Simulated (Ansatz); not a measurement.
Relaxation of cell and atoms of Nb5Si3 (P6_3/mcm, 16 atoms in the cell) at several settings

```yaml
crystal:
  lattice:
    - [7.53600, 0.00000, 0.00000]
    - [-3.76800, 6.52637, 0.00000]
    - [0.00000, 0.00000, 5.24900]
  atoms:
    - { symbol: Nb, position: [0.25000, 0.00000, 0.25000] }
    - { symbol: Nb, position: [0.25000, 0.25000, 0.75000] }
    - { symbol: Nb, position: [0.00000, 0.25000, 0.25000] }
    - { symbol: Nb, position: [0.75000, 0.00000, 0.75000] }
    - { symbol: Nb, position: [0.75000, 0.75000, 0.25000] }
    - { symbol: Nb, position: [0.00000, 0.75000, 0.75000] }
    - { symbol: Si, position: [0.61000, 0.00000, 0.25000] }
    - { symbol: Si, position: [0.61000, 0.61000, 0.75000] }
    - { symbol: Si, position: [0.00000, 0.61000, 0.25000] }
    - { symbol: Si, position: [0.39000, 0.00000, 0.75000] }
    - { symbol: Si, position: [0.39000, 0.39000, 0.25000] }
    - { symbol: Si, position: [0.00000, 0.39000, 0.75000] }
    - { symbol: Nb, position: [0.33333, 0.66667, 0.00000] }
    - { symbol: Nb, position: [0.66667, 0.33333, 0.50000] }
    - { symbol: Nb, position: [0.66667, 0.33333, 0.00000] }
    - { symbol: Nb, position: [0.33333, 0.66667, 0.50000] }
```

Base: Ansatz (a quantum-chemistry and plane-wave program) with LDA (PW92), default PAW files made with PBE. Its settings: basis.ecutwfc = 420 eV; kpoints.mp_grid.grid = 4 4 5; hamiltonian.xc = lda; hamiltonian.pseudopotentials = {kind: paw} (the program's default PAW files); scf.occupations.method = methfessel_paxton; scf.occupations.width = 0.1 eV. Starting volume 16.14 Å³ per atom.

Each line gives the change from the base single point and the result:

- relax: default → cell and atoms; relax.cell.p_target: default → 2 GPa: pressure 1.99 GPa; final cell a = 7.441 Å, b = 7.441 Å, c = 5.174 Å, α = 90.00°, β = 90.00°, γ = 120.00°; final volume per atom 15.51 Å³; relaxation steps 6; free energy against the base single point -9.0 meV/atom.
- relax: default → cell and atoms: pressure -0.01 GPa; final cell a = 7.4645 Å, b = 7.4645 Å, c = 5.1921 Å, α = 90.00°, β = 90.00°, γ = 120.00°; final volume per atom 15.66 Å³; relaxation steps 6; free energy against the base single point -9.9 meV/atom.
- hamiltonian.xc: lda → pbesol; relax: default → cell and atoms [DFT, PBEsol, plane waves, default PAW files made with PBE]: pressure 0.00 GPa; final cell a = b = 7.5087 Å, c = 5.2225 Å, α = β = 90.00°, γ = 120.00°; final volume per atom 15.94 Å³; relaxation steps 6.

The starting cell comes from a database of published, mostly measured structures (it also holds non-ambient and calculated ones), without a prior relaxation at this level. Spin polarisation is off. Ansatz's pressure includes its estimate of the finite-basis (Pulay) stress.

Keys are those of Ansatz 0.2.
